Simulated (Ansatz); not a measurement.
**TaTe (model structure, Pm-3m, No. 221, 2 atoms in the cell): properties by level of theory**

| level (code) | equilibrium lattice constant a (Å) | cohesive energy (eV/atom) |
|---|---|---|
| LDA (Ansatz) | 3.357 | (withheld) |
| PBE (Ansatz) | (withheld) | 5.07 |
| PBE-D3(BJ) (Ansatz) | (withheld) | (withheld) |
| r²SCAN (Ansatz) | (withheld) | 4.89 |
| r²SCAN+rVV10 (Ansatz) | 3.394 | (withheld) |

Question: What belongs in the gaps?

Answer: 
- LDA (Ansatz, an electronic-structure program), cohesive energy (eV/atom): 6.33
- PBE (Ansatz), equilibrium lattice constant a (Å): 3.420
- PBE-D3(BJ) (Ansatz), equilibrium lattice constant a (Å): 3.377
- PBE-D3(BJ) (Ansatz), cohesive energy (eV/atom): 5.74
- r²SCAN (Ansatz), equilibrium lattice constant a (Å): 3.406
- r²SCAN+rVV10 (Ansatz), cohesive energy (eV/atom): 5.25

Ansatz's density-functional and Hartree–Fock values are scalar-relativistic unless marked +SOC, with PAW data made under PBE.

Free atoms are spin-polarised, in the lowest state found; at levels without +SOC their spin–orbit coupling is left out.

Static lattice: no zero-point or thermal effects.

A model structure was made by putting elements into a prototype or built by hand; it is no filed structure, need not be a known phase, and can be a saddle point held by its symmetry.
